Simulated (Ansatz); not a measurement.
BP under load (space group I-4m2), r2SCAN with spin-orbit coupling, rigid bands in Ansatz (a program for electronic structure). Condition of this run: biaxial stress in (001) of -12 GPa (compression positive) (the target of the relaxation). Band gap 0.69 eV, N_c = 1.20e19 cm⁻³ and N_v = 3.51e18 cm⁻³ at 300 K, conductivity masses along x (a = (0.00, 2.34, 2.22) Å; b = (2.34, 0.00, 2.22) Å; c = (2.34, 2.34, 0.00) Å) of 0.232 mₑ (electrons) and 0.251 mₑ (holes). Take k_BT = 0.02585 eV.

What built-in voltage has an abrupt junction with N_A = 1e17 and N_D = 1e18 cm⁻³, all dopants ionised?

V_bi = E_g/e − (k_BT/e) ln(N_c N_v/(N_A N_D)) = 0.69 − 0.02585 × 6.04 = 0.53 V, for the computed gap.

A film of it is 8 nm thick, with its normal along the direction named. Estimate the confinement energies in an infinite well.

ħ²π²/(2m t²) = 0.376 eV·nm²/(m/mₑ × t²) gives 25.3 meV for electrons and 23.4 meV for holes, so the gap would widen to about 0.74 eV. Finite barriers and nonparabolic bands lower this, and with several valleys or bands the heaviest mass along the normal sets the lowest level, not this average.

What thermal injection velocity √(2k_BT/πm) limits a ballistic channel along the direction named?

1.12e7 cm/s for electrons and 1.07e7 cm/s for holes, a ratio of √(m_h/m_e) = 1.04, for dilute carriers.

Rigid bands with the computed gap; masses take one relaxation time for all states. Geometry: cell and atoms relaxed with PBEsol.
